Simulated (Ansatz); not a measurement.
Consider interstitial Cu in rock-salt LiF, charge state +1. The step: several atoms move together, Li the farthest; the atom moves 1.78 Å along (0.00, 0.00, 0.44) of the unit cell; at the start the Cu atom holds a host Li site and a host atom stands off its site; at the end the Cu atom holds a host Li site and a host atom stands off its site; the moving atom starts with neighbours Cu at 2.29; 3 F at 1.77, F at 1.85; 3 Li at 2.20 Å and ends with Cu at 2.29; 3 F at 1.77, F at 1.85; 3 Li at 2.20 Å. A PBE band in Ansatz (plane-wave PAW, the Γ point alone, 64 host sites, 161 SCF runs with any check of the saddle's order, static, no finite-size correction) gives a forward barrier of 0.19 eV. The program found a first-order saddle point. The charge state is imposed; whether it is stable for some Fermi level was not computed. Sites that were not tried may lie lower.

Single points at the band's start and saddle point can refine it. Rough cost of one point, in units of the band's mean SCF on the same machine:

```tsv
Level	Cost of one point
PBE, a 2×2×2 k-point mesh shifted by half a step	about 7
r2SCAN at 500 eV, the Γ point alone	about 4
```

### Question
Which of these move the barrier by more than 0.1 eV, and how far does each move it?

### Answer
Not one does. PBE, a 2×2×2 k-point mesh shifted by half a step: -0.01 eV; r2SCAN at 500 eV, the Γ point alone: +0.02 eV. Each functional is compared with PBE at the same k-points.

Ansatz is an electronic-structure program.
